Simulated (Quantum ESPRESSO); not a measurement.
A self-consistent single point of KTaO₃ (Pm-3m, 5 atoms in the cell) with Quantum ESPRESSO.

Method: PBE, spin-orbit coupling, PseudoDojo fully relativistic norm-conserving (PBE) pseudopotentials (plane waves; Quantum ESPRESSO).

```
CELL_PARAMETERS angstrom
      4.07677     0.00000     0.00000
      0.00000     4.07677     0.00000
      0.00000     0.00000     4.07677
ATOMIC_POSITIONS crystal
  K  0.50000 0.50000 0.50000
  Ta 0.00000 0.00000 0.00000
  O  0.00000 0.50000 0.00000
  O  0.50000 0.00000 0.00000
  O  0.00000 0.00000 0.50000
```

Reference input (self-consistent single point, DFT, PBE, plane waves, PseudoDojo standard norm-conserving (PBE) pseudopotentials): ecutwfc = 85 Ry; occupations = fixed; potentials = {K: K.upf, Ta: Ta.upf, O: O.upf}; K_POINTS = automatic 6 6 6 0 0 0; nbnd = 22; conv_thr = 1e-11 Ry. This run's input differs from it in these lines:

```diff
@@ -14,3 +14,5 @@
  occupations = 'fixed'
- nbnd = 22
+ nbnd = 44
+ noncolin = .true.
+ lspinorb = .true.
 /
```

Its files differ too (potentials: PseudoDojo fully relativistic norm-conserving (PBE)).

Log, with long lists cut:

```
     Self-consistent Calculation

     iteration #  1     ecut=    85.00 Ry     beta= 0.70

     total energy              =    -289.34859278 Ry
     estimated scf accuracy    <       1.80887820 Ry

     iteration #  2     ecut=    85.00 Ry     beta= 0.70

     total energy              =    -289.14026475 Ry
     estimated scf accuracy    <       5.91264104 Ry

     iteration #  3     ecut=    85.00 Ry     beta= 0.70

     total energy              =    -290.29158680 Ry
     estimated scf accuracy    <       0.06930893 Ry

   [... 11 blocks of this kind left out ...]

     iteration # 15     ecut=    85.00 Ry     beta= 0.70

     total energy              =    -290.29165152 Ry
     estimated scf accuracy    <          3.7E-10 Ry

     iteration # 16     ecut=    85.00 Ry     beta= 0.70
     End of self-consistent calculation

     highest occupied, lowest unoccupied level (ev):     7.9018    9.8402

!    total energy              =    -290.29165152 Ry
     estimated scf accuracy    <          7.3E-13 Ry

     convergence has been achieved in  16 iterations

     Forces acting on atoms (cartesian axes, Ry/au):

     atom    1 type  1   force =     0.00000000    0.00000000    0.00000000
   [... zero for the other atoms too ...]

     Total force =     0.000000     Total SCF correction =     0.000000

          total   stress  (Ry/bohr**3)                   (kbar)     P=      -74.35
  -0.00050540   0.00000000   0.00000000          -74.35        0.00        0.00
   0.00000000  -0.00050540   0.00000000            0.00      -74.35        0.00
   0.00000000   0.00000000  -0.00050540            0.00        0.00      -74.35

   JOB DONE.
```

The run converged in 16 iterations. Against the reference run the pressure hardly changes (-7.45 to -7.43 GPa) and the gap on the mesh goes from 2.083 to 1.938 eV.

The starting cell comes from a database of computed structures (which also holds hypothetical and non-ambient phases and stackings), without a prior relaxation at this level. Its lattice was rescaled by a random factor within 2.5 % of one. With a pressure of about -7 GPa the cell is away from its equilibrium volume at this level.

Cost on one core of a shared machine: roughly 5 min.
